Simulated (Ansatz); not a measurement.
Consider Cs₂AgBiBr₆ (space group Fm-3m, No. 225; a = 11.1873 Å). Axes: x, y, z lie along the cube axes.

Method: PBEsol (Ansatz, a quantum-chemistry and plane-wave program, PAW, scalar-relativistic without spin-orbit coupling).

Base values:

| Quantity | Value |
|---|---|
| Shortest interatomic distance | 2.753 Å |
| Band gap | 1.10 eV |
| Electron mass | 0.36 mₑ along k, 0.25 mₑ across (at L) |

The change: a pure shear with ε_yz = ε_zy = -0.0022; the atoms relax in the strained cell.

What does the calculation give for the stress, shortest interatomic distance, band gap and electron mass after the change?

The stress (xx, yy, zz, yz, xz, xy; compression positive) is (0.00, 0.00, 0.00, 0.03, 0.00, 0.00) GPa; the shortest interatomic distance is still 2.753 Å; the band gap stays essentially unchanged (1.10 eV against 1.09 eV); the electron mass remains 0.36 mₑ along k, 0.25 mₑ across (at L).

Spin-orbit coupling, missing from the scalar runs, can matter with Bi. Masses are band curvatures over ±0.01 Å⁻¹ around the edge. Along k means along the line from Γ to the band edge. Whether these cells are dynamically stable was not tested.
